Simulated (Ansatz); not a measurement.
# Effect of S → Te on hypothetical rutile SnS2

Take SnS2 in the rutile structure (space group P4_2/mnm, No. 136; a = 6.2005 Å, c = 3.8065 Å; a hypothetical phase, not in the database extracts checked) as the base.

The change: full substitution S → Te, then cell and atoms are relaxed.

All numbers come from PBE, PAW, 420 eV (Ansatz, a program for electronic structure; no spin-orbit coupling), earlier PAW set. k-mesh 7×7×11 (Γ-centred); smearing 0.05 eV (Fermi–Dirac), for the changed cell.

The volume per atom goes up by 12.34 Å³, from 24.39 Å³ to 36.73 Å³ and the density increases by 1.485 g/cm³ (4.15 g/cm³ → 5.63 g/cm³). The lattice parameter a increases by 0.8499 Å (6.201 Å → 7.050 Å) and the c/a ratio goes up by 0.015 (0.614 → 0.629). The space group stays P4_2/mnm (No. 136) and the shortest interatomic distance increases by 0.4285 Å (2.540 Å → 2.968 Å). The band gap remains zero.

Final structure:

```xyz
6
Lattice="7.0504 0.0000 0.0000 0.0000 7.0504 0.0000 0.0000 0.0000 4.4335" Properties=species:S:1:pos:R:3 pbc="T T T"
Sn     0.0000     0.0000     0.0000
Sn     3.5252     3.5252     2.2168
Te     2.1295     2.1295     0.0000
Te     5.6547     1.3957     2.2168
Te     1.3957     5.6547     2.2168
Te     4.9209     4.9209     0.0000
```

With Te present, leaving out spin-orbit coupling can change the band edges. No phonon test of stability was made. As relaxed here, SnTe2 is a hypothetical phase, not in the database extracts checked. All final runs are without spin polarisation. The zero or small gap of SnTe2 and SnS2 can change with the level of theory.
